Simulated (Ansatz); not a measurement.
Base system: ZnSe in the zinc blende structure (space group F-43m, No. 216).

```
CELL_PARAMETERS angstrom
      0.00000     2.78375     2.78375
      2.78375     0.00000     2.78375
      2.78375     2.78375     0.00000
ATOMIC_POSITIONS crystal
  Zn 0.00000 0.00000 0.00000
  Se 0.25000 0.25000 0.25000
```

Cartesian axes are those of the cell as printed.

Method: plane-wave PAW DFT at the LDA level (Ansatz, an electronic-structure program, 420 eV), no spin-orbit coupling.

Strains are applied to the cell and any free atomic positions relax.

One change was made to it. Results:

```tsv
quantity	base	after
energy relative to the base (free energy F)	0 meV/atom	+3.4 meV/atom
gap character	direct at Γ	direct at Γ
```

Which of these changes matches the shifts?
A) tensor shear ε_xy = +0.57 %
B) tensor shear ε_xy = +1.71 %
C) tensor shear ε_xy = +2.00 %
D) tensor shear ε_xy = +0.29 %
E) tensor shear ε_xy = +0.86 %

B, tensor shear ε_xy = +1.71 %. For comparison, the energy relative to the base in the other runs: tensor shear ε_xy = +0.86 % gives +0.9 meV/atom; tensor shear ε_xy = +2.00 % gives +4.6 meV/atom; tensor shear ε_xy = +0.29 % gives +0.1 meV/atom; tensor shear ε_xy = +0.57 % gives +0.4 meV/atom.

Gaps are read on the SCF mesh and a high-symmetry path. Stability against distortions was not tested. k-point labels follow each cell's own Brillouin zone.
